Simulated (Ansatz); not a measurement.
**Band gap of MgIn₂O₄ (model structure, started from the defect chalcopyrite type, I-4, No. 82, 7 atoms in the cell) at several levels of theory**

No measured value is used here.

| level (code) | value (eV) |
|---|---|
| LDA (Ansatz) | 1.33 |
| PBE+SOC (Ansatz) | 1.49 (indirect) |
| PBEsol+SOC (Ansatz) | 1.40 (indirect) |
| HSE06+SOC (Ansatz) | 3.01 |
| PBE0 (Ansatz) | (withheld) |

What belongs in the gaps?


- PBE0 (Ansatz, an electronic-structure program), value (eV): 3.73

Computed values are for a static lattice. Levels without +SOC have no spin–orbit coupling; where heavier elements are present it shifts gaps, mostly down, and can invert bands.  Values are at the PBEsol cell. Cutoffs and k meshes differ between the levels. Ansatz's density-functional and Hartree–Fock values are scalar-relativistic unless marked +SOC, with PAW data made under PBE.

A model structure was made by putting elements into a prototype or built by hand; it is no filed structure, need not be a known phase, and can be a saddle point held by its symmetry.
